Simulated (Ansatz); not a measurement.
# Effect of tensor shear ε_xy = +0.57 % on KF

Consider KF in the rock salt structure (space group Fm-3m, No. 225; a = 5.3068 Å). Axes: x, y, z lie along the cube axes.

Perturbation: a pure shear with ε_xy = ε_yx = 0.0057; the atoms relax in the strained cell.

All numbers come from PBEsol (Ansatz, a program for electronic structure), no spin-orbit coupling. k-mesh 11×11×11 (Γ-centred); smearing 0.05 eV (Fermi–Dirac).

```csv
quantity,base,changed,shift
volume per atom,18.68 Å³,18.68 Å³,0.00 Å³
space group,Fm-3m (No. 225),Immm (No. 71),–
shortest interatomic distance,2.653 Å,2.653 Å,0.000 Å
energy relative to the base (free energy F),0 meV/atom,+0.1 meV/atom,+0.1 meV/atom
"pressure (mean of the normal stresses, compression positive)",-0.01 GPa,-0.01 GPa,0.00 GPa
band gap,6.15 eV,6.15 eV,-0.006 eV
gap character,direct at Γ,direct at Γ,–
electron mass,0.54 mₑ (at Γ),0.54 mₑ (at Γ),–
"valence-band top at Γ (three highest levels, from the VBM)","0.00, 0.00, 0.00 eV","0.00, -0.01, -0.01 eV",–
"stress (xx, yy, zz, yz, xz, xy; compression positive)",–,"(-0.01, -0.01, -0.01, 0.00, 0.00, -0.16) GPa",–
```

Final structure:

```
CELL_PARAMETERS angstrom
      0.01512     2.65339     2.65339
      2.65339     0.01512     2.65339
      2.66851     2.66851     0.00000
ATOMIC_POSITIONS crystal
  K  0.00000 0.00000 0.00000
  F  0.50000 0.50000 0.50000
```

Masses are band curvatures over ±0.01 Å⁻¹ around the edge. Stability against distortions was not tested. Labels are those of the standard path for the cell's own space group.
